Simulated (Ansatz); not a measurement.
Abridged Ansatz (a quantum-chemistry and plane-wave program) output:

```
Relaxation: its limit of steps is 50 (relax.max_steps)
Pseudopotential: W, paw, valence charge 14
Crystal: 1 atoms, lattice volume = 15.433 Å³
Basis set: ecut = 500 eV, 381 PW (Γ), exchange–correlation on 80×80×80 points (64 copies of the dense FFT grid, shifted against one another)
Bands: 11, of which v1, the nominal top of the filled ones, is band 7 counted from 1 (6 counted from 0)
Symmetry: 16 space group operations
k-points: 1800 of 24389
Functional: x = r2scan, c = r2scan; τ floored in thin density (d = 2e-4 eV/Å³)
SCF iter   1: F=—  HF=-10397.259349 eV  |F-HF|=—  |Δ(HF+E_count)|=         —  Δρ=6.41e-3  dr2=2.13e-3  dr2_τ=5.69e-2  ethr=1.77e-3  ⟨swp⟩=5.0  Hψ=116526  notcnv=0
SCF iter   2: F=—  HF=-10397.278793 eV  |F-HF|=—  |Δ(HF+E_count)|=   1.94e-2  Δρ=3.68e-3  dr2=4.77e-4  dr2_τ=1.20e-4  ethr=1.52e-5  ⟨swp⟩=2.2  Hψ=45614  notcnv=0
SCF 1 converged in 7 iterations: F = -10397.279398 eV  dr2 = 2.65e-12
relax step   1: F+E_penalty+E_count = -10397.27939774 eV  Δ(F+E_penalty+E_count) = +0.000e0 eV  max|allowed force component| = 0.000e0 eV/Å  Δτ_max = 0.0000 Å  (7 SCF iters, accepted)
Crystal: 1 atoms, lattice volume = 15.433 Å³
SCF iter   1: F=—  HF=-10397.279398 eV  |F-HF|=—  |Δ(HF+E_count)|=         —  Δρ=2.11e-7  dr2=2.65e-12  dr2_τ=3.13e-13  ethr=1.00e-12  ⟨swp⟩=1.0  Hψ=120084  notcnv=0
SCF iter   2: F=-10397.279398 eV  HF=-10397.279398 eV  |F-HF|=1.82e-12  |Δ(HF+E_count)|=  7.28e-12  Δρ=1.13e-7  dr2=6.36e-13  dr2_τ=8.88e-14  ethr=1.00e-12  ⟨swp⟩=3.1  Hψ=51136  notcnv=0
SCF 2 converged in 2 iterations: F = -10397.279398 eV  dr2 = 6.36e-13
SCF converged after 2 iterations
Free energy (F): -10397.279398 eV
Internal energy: -10397.265365 eV  (E = F + TS)
E sigma→0 (E₀):  -10397.272381 eV
Entropy (-TS):   -0.014033 eV (-14.033 meV/atom)
Fermi energy:    23.165071 eV
--- Forces (eV/Å), atoms counted from 1 ---
  atom   1  W     -0.00000000    -0.00000000    -0.00000000
--- Stress (GPa, compression-positive) ---
        6.655353       0.000000       0.000000
        0.000000       6.655353      -0.000000
        0.000000      -0.000000      18.208819
  P = ⅓ Tr σ = 10.5065 GPa (105.065 kbar)
--- Relaxed structure (1 steps of the walk, 1 accepted, 0 SCFs on fresh bases) ---
  atoms:
    - { symbol: W, position: [0.0, 0.0, 0.0] }
```

### Question
What was computed, and what are the main results?

### Answer
W, 1 atom in the cell, with r2SCAN, PAW, 500 eV (Ansatz; without spin-orbit coupling). The last SCF converged to F = -10397.279398 eV, or -10397.2794 eV per atom, at a pressure of 10.51 GPa. The total energy compares only with runs of the same code, potentials and settings.

The cells carry an imposed strain or load. Stability against distortions was not tested. All final runs are without spin polarisation. The cell was made from W in the bcc (W type) structure (space group Im-3m, No. 229) by this change: uniaxial strain ε_zz = −3.00 %.

Keys are those of Ansatz 0.2.
